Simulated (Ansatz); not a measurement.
An Ansatz (a program for electronic structure) run: GeSb2Te4; r2SCAN+rVV10 (Ansatz, PAW, spin-orbit coupling left out).

Input:

Ansatz 0.2 input:
```yaml
crystal:
  lattice:
    - [2.1297982937, 1.2296396182, 13.7848425866]
    - [-2.1297982937, 1.2296396182, 13.7848425866]
    - [0, -2.4592792364, 13.7848425866]
  atoms:
    - { symbol: Ge, position: [0, 0, 0] }
    - { symbol: Sb, position: [0.4224384742, 0.4224384742, 0.4224384742] }
    - { symbol: Sb, position: [0.5775615258, 0.5775615258, 0.5775615258] }
    - { symbol: Te, position: [0.1302757703, 0.1302757703, 0.1302757703] }
    - { symbol: Te, position: [0.8697242297, 0.8697242297, 0.8697242297] }
    - { symbol: Te, position: [0.2927495164, 0.2927495164, 0.2927495164] }
    - { symbol: Te, position: [0.7072504836, 0.7072504836, 0.7072504836] }
basis: { ecutwfc: 500, ecutrho_ratio: 4, xc_grid: 3, fft_grid_basis: typed }
kpoints: { mp_grid: { grid: [9, 9, 9] } }
hamiltonian:
  xc: r2scan
  dispersion: rvv10
  pseudopotentials: { kind: paw }
scf: { occupations: { method: fermi_dirac, width: 0.05 }, convergence: { dr2_threshold: 0.0000000007 } }
output: { forces: true, stress: true }
```

Output:

```
Pseudopotentials: kind: paw
Pseudopotential: Ge, paw, valence charge 14
Pseudopotential: Sb, paw, valence charge 15
Pseudopotential: Te, paw, valence charge 16
Functional definition: r2SCAN+rVV10
Crystal: 7 atoms, lattice volume = 216.605 Å³
Basis set: ecut = 500 eV, 5517 PW (Γ), exchange–correlation on 324×324×324 points (27 copies of the dense FFT grid, shifted against one another)
Bands: 61, of which v1, the nominal top of the filled ones, is band 54 counted from 1 (53 counted from 0)
Symmetry: 12 space group operations
Space group: R-3m (ITA 166), of the structure as read, at distance tolerance 6.0e-5 Å
k-points: 85 of 729
rVV10 density: all electrons in the spheres
PAW frozen core: Ge, regenerated for the run's functional
PAW frozen core: Sb, regenerated for the run's functional
PAW frozen core: Te, regenerated for the run's functional
Initial density: superposition of atomic densities (neutral atoms: chi_scale 0, normalization atom), corrected by the library's trained network
Initial wavefunctions: pseudopotential atomic-orbital guess
Eigensolver: davidson
Functional: x = r2scan, c = r2scan + rvv10(b = 11.95, C = 0.0093); τ floored in thin density (d = 2e-4 eV/Å³)
SCF iter   1: F=—  HF=-45267.981467 eV  |F-HF|=—  |Δ(HF+E_count)|=         —  Δρ=3.84e-3  dr2=4.60e-2  dr2_τ=4.22e-3  ethr=1.77e-3  ⟨swp⟩=6.5  Hψ=19582  notcnv=0
all-band conjugate gradients solve this SCF's bands
preconditioner: auto → Resta (q_TF=auto, 2.430 Å⁻¹)
SCF iter   2: F=—  HF=-45268.013052 eV  |F-HF|=—  |Δ(HF+E_count)|=   3.16e-2  Δρ=1.94e-3  dr2=1.11e-2  dr2_τ=1.37e-4  ethr=4.26e-5  ⟨swp⟩=2.0  Hψ=8725  notcnv=0  defer=31
SCF iter   3: F=—  HF=-45268.014119 eV  |F-HF|=—  |Δ(HF+E_count)|=   1.07e-3  Δρ=1.07e-3  dr2=4.67e-3  dr2_τ=5.22e-5  ethr=1.02e-5  ⟨swp⟩=2.0  Hψ=5801  notcnv=0  defer=31
SCF iter   4: F=—  HF=-45268.014582 eV  |F-HF|=—  |Δ(HF+E_count)|=   4.62e-4  Δρ=4.16e-4  dr2=1.30e-3  dr2_τ=1.08e-5  ethr=4.33e-6  ⟨swp⟩=2.2  Hψ=6656  notcnv=0  defer=31
SCF iter   5: F=—  HF=-45268.014541 eV  |F-HF|=—  |Δ(HF+E_count)|=   4.04e-5  Δρ=1.32e-4  dr2=2.67e-5  dr2_τ=8.05e-7  ethr=1.21e-6  ⟨swp⟩=2.0  Hψ=6304  notcnv=0  defer=31
SCF iter   6: F=—  HF=-45268.014556 eV  |F-HF|=—  |Δ(HF+E_count)|=   1.50e-5  Δρ=3.84e-5  dr2=2.81e-6  dr2_τ=7.50e-8  ethr=2.48e-8  ⟨swp⟩=2.0  Hψ=7195  notcnv=0  defer=31
SCF iter   7: F=—  HF=-45268.014629 eV  |F-HF|=—  |Δ(HF+E_count)|=   7.31e-5  Δρ=1.01e-5  dr2=3.50e-7  dr2_τ=3.64e-9  ethr=2.60e-9  ⟨swp⟩=2.0  Hψ=7198  notcnv=0  defer=31
SCF iter   8: F=—  HF=-45268.014630 eV  |F-HF|=—  |Δ(HF+E_count)|=   1.17e-7  Δρ=2.64e-6  dr2=1.67e-8  dr2_τ=3.14e-10  ethr=3.24e-10  ⟨swp⟩=2.0  Hψ=7188  notcnv=0  defer=31
SCF iter   9: F=—  HF=-45268.014630 eV  |F-HF|=—  |Δ(HF+E_count)|=   6.60e-9  Δρ=5.44e-7  dr2=1.13e-9  dr2_τ=1.73e-11  ethr=1.54e-11  ⟨swp⟩=2.0  Hψ=6793  notcnv=0  defer=31
SCF iter  10: F=-45268.014630 eV  HF=-45268.014630 eV  |F-HF|=7.28e-11  |Δ(HF+E_count)|=  7.28e-11  Δρ=1.88e-7  dr2=1.59e-10  dr2_τ=1.24e-12  ethr=1.00e-12  ⟨swp⟩=5.0  Hψ=18862  notcnv=0
SCF 1 converged in 10 iterations: F = -45268.014630 eV  dr2 = 1.59e-10
SCF converged after 10 iterations
Free energy (F): -45268.014630 eV
Harris-Foulkes:  -45268.014630 eV  (|F-HF|=7.28e-11)
Internal energy: -45268.014401 eV  (E = F + TS)
E sigma→0 (E₀):  -45268.014515 eV
Entropy (-TS):   -0.000229 eV (-0.033 meV/atom)
Fermi energy:    9.345701 eV
--- Per-component energies (eV) ---
  E_band       = -1612.257901
  E_kinetic    = 1239.544683
  E_local      = -11151.560916  (includes V_loc(G=0)·N_el)
  E_nonlocal   = -102.886488
  E_hartree    = 5981.322866
  E_xc         = -769.895416
  E_vxc        = -715.938710  (∫ρ·V_xc dr)
  E_paw        = -29975.192671  (= ΣΔE_a)
  E_vpaw       = -2889.036821  (= ΣTr[D̂ρ^β])
  E_aug_tail   = -0.000358  (compensation charges beyond the density's cutoff)
  E_vtau       = 44.975051  (kinetic-family band-sum trace: ∫τ·v_τ [+ j·A + Jᵃ·Aᵃ] dr)
  E_ewald      = -10490.411833
  E_core_change = 1.065730  (= ΣΔE_core)
  E_smearing   = -0.000229  (= −TS)
  E_closure    = 0.000000  (closes the sum)
  Σ components = -45268.014630   (vs F -45268.014630, Δ=0.00e0)
  [band-id]    e_kinetic+e_local+e_nonlocal+2·e_hartree+e_vxc+e_vpaw+e_augmentation_tail+e_vtau = -1612.257825   (vs E_band -1612.257901, Δ=7.55e-5)
--- Forces (eV/Å), atoms counted from 1 ---
  atom   1  Ge    -0.00000000     0.00000000     0.00000000
  atom   2  Sb    -0.00000000    -0.00000000    -0.00043615
  atom   3  Sb     0.00000000     0.00000000     0.00043615
  atom   4  Te     0.00000000     0.00000000     0.00034099
  atom   5  Te    -0.00000000    -0.00000000    -0.00034099
  atom   6  Te    -0.00000000    -0.00000000     0.00051884
  atom   7  Te     0.00000000     0.00000000    -0.00051884
  max |Σ_I F_I| component: 2.89e-19 eV/Å
--- Stress (GPa, compression-positive) ---
        0.001699       0.000000      -0.000000
        0.000000       0.001699      -0.000000
       -0.000000      -0.000000       0.000260
  P = ⅓ Tr σ = 0.0012 GPa (0.012 kbar)
  The stress holds the Pulay correction. Without it, at fixed plane waves, as pw.x and ABINIT print it: P = -0.0173 GPa
  The stress includes an estimate of the error left by incomplete SCF convergence (largest component -0.0000 GPa).
--- Band table ---
  band table: none
```

Spin-orbit coupling, missing from the scalar runs, can matter with Sb and Te. Whether these cells are dynamically stable was not tested. The cell is GeSb$_{2}$Te$_{4}$ (space group R-3m, No. 166).
